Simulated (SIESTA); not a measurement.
Input and output of a self-consistent single point for VOs (Pm-3m, 2 atoms in the cell) (SIESTA).

Method of the run: GGA PBEsol, numerical atomic orbitals DZP, PseudoDojo PBEsol standard norm-conserving potentials (rewritten from UPF to PSML) (SIESTA).

The change in words: lattice scaled by 0.98. Reference geometry:
```
CELL_PARAMETERS angstrom
      2.94266     0.00000     0.00000
      0.00000     2.94266     0.00000
      0.00000     0.00000     2.94266
ATOMIC_POSITIONS crystal
  V  0.00000 0.00000 0.00000
  Os 0.50000 0.50000 0.50000
```
Moments meant for the start (each program seeds them in its own way; μB, in the order of the atoms V Os): 2.0 0.0.

Reference input (self-consistent single point, DFT, GGA PBEsol, numerical atomic orbitals DZP, PseudoDojo PBEsol standard norm-conserving potentials (rewritten from UPF to PSML)): XC.functional = GGA; XC.authors = PBEsol; potentials = PseudoDojo PBEsol standard; PAO.BasisSize = DZP; PAO.EnergyShift = 0.005 Ry; MeshCutoff = 400 Ry; kgrid.MonkhorstPack = 9 9 9; OccupationFunction = FD; ElectronicTemperature = 1160.45 K; Spin = polarized; DM.InitSpin = [1 +2.00, 2 +0.00]; MaxSCFIterations = 150. This run's input differs from it in these lines:

```diff
@@ -12,5 +12,5 @@
 %block LatticeVectors
-     2.942664000    0.000000000    0.000000000
-     0.000000000    2.942664000    0.000000000
-     0.000000000    0.000000000    2.942664000
+     2.883811000    0.000000000    0.000000000
+     0.000000000    2.883811000    0.000000000
+     0.000000000    0.000000000    2.883811000
 %endblock LatticeVectors
@@ -19,3 +19,3 @@
      0.000000000    0.000000000    0.000000000  1
-     1.471332000    1.471332000    1.471332000  2
+     1.441905500    1.441905500    1.441905500  2
 %endblock AtomicCoordinatesAndAtomicSpecies
```

Log, with long lists cut:

```
        iscf     Eharris(eV)        E_KS(eV)     FreeEng(eV)     dDmax    Ef(eV) dHmax(eV)
   scf:    1    -4720.565127    -4756.090218    -4756.131276  0.704006 -4.554811  8.180338
     spin moment: {S} , |S| = {        0.0        0.0    0.78227 }     0.78227
   scf:    2    -4757.882361    -4757.153253    -4757.195031  0.074400 -4.642783  5.148838
     spin moment: {S} , |S| = {        0.0        0.0    0.77022 }     0.77022
   scf:    3    -4757.954851    -4757.603208    -4757.647351  0.064598 -4.840609  2.970008
     spin moment: {S} , |S| = {        0.0        0.0    0.76261 }     0.76261
   [... lines left out ...]
     spin moment: {S} , |S| = {        0.0        0.0    0.00198 }     0.00198
   scf:   16    -4758.049917    -4758.049916    -4758.126387  0.000251 -5.409457  0.000368
     spin moment: {S} , |S| = {        0.0        0.0    0.00101 }     0.00101
   scf:   17    -4758.049917    -4758.049916    -4758.126387  0.000249 -5.409419  0.000025
     spin moment: {S} , |S| = {        0.0        0.0    0.00004 }     0.00004
   scf:   18    -4758.049916    -4758.049916    -4758.126387  0.000015 -5.409412  0.000041
     spin moment: {S} , |S| = {        0.0        0.0   -0.00001 }    -0.00001
SCF Convergence by DM+H criterion
max |DM_out - DM_in|         :     0.0000146761
max |H_out - H_in|      (eV) :     0.0000410773
SCF cycle converged after 18 iterations

Using DM_out to compute the final energy and forces

siesta: E_KS(eV) =            -4758.0499

siesta: E_KS - E_eggbox =     -4758.0499

siesta: Atomic forces (eV/Ang):
     1    0.000000    0.000000   -0.000000
     2   -0.000000    0.000000    0.000000
   Tot   -0.000000    0.000000   -0.000000
   Max    0.000000
   Res    0.000000    sqrt( Sum f_i^2 / 3N )
   Max    0.000000    constrained

Stress tensor Voigt[x,y,z,yz,xz,xy] (kbar):     -440.08     -440.08     -440.08        0.00       -0.00       -0.00
(Free)E + p*V (eV/cell)    -4751.5389
Target enthalpy (eV/cell)    -4758.1264

siesta: Program's energy decomposition (eV):
siesta: FreeEng =     -4758.126387

   [... lines left out ...]
siesta: Cell volume =         23.982827 Ang**3
siesta:         440.07812274        440.07812274  kBar
   [... lines left out ...]
   2  7.972   0.899   0.191   0.060   0.983   0.983   0.983   0.170   0.170
              0.170   0.871   0.871   0.663   0.871   0.663  -0.133  -0.133

             -0.088  -0.133  -0.088

mulliken: Qtot =       14.500

Mulliken Atomic Populations:
Atom #   charge [q] valence [e]      Sz [e]  Species
     1    -0.055257   13.055257   -0.000016  V
     2     0.055257   15.944743    0.000006  Os
 Total     0.000000               -0.000009
```

The run converged in 18 iterations. Against the reference run the free energy rises by 138 meV/atom and the pressure goes from 16.89 to 44.01 GPa.

The starting cell comes from a database of computed structures (which also holds hypothetical and non-ambient phases and stackings), without a prior relaxation at this level. Its lattice was rescaled by a random factor within 2.5 % of one. For this run, on top of that: lattice scaled by 0.98. The starting moments vanished: the run ended non-magnetic, which need not be the lowest state. Values carry the incompleteness of an atom-centred basis. With a pressure of about 44 GPa the cell is away from its equilibrium volume at this level.

Cost on one core of a shared machine: roughly 3 min.
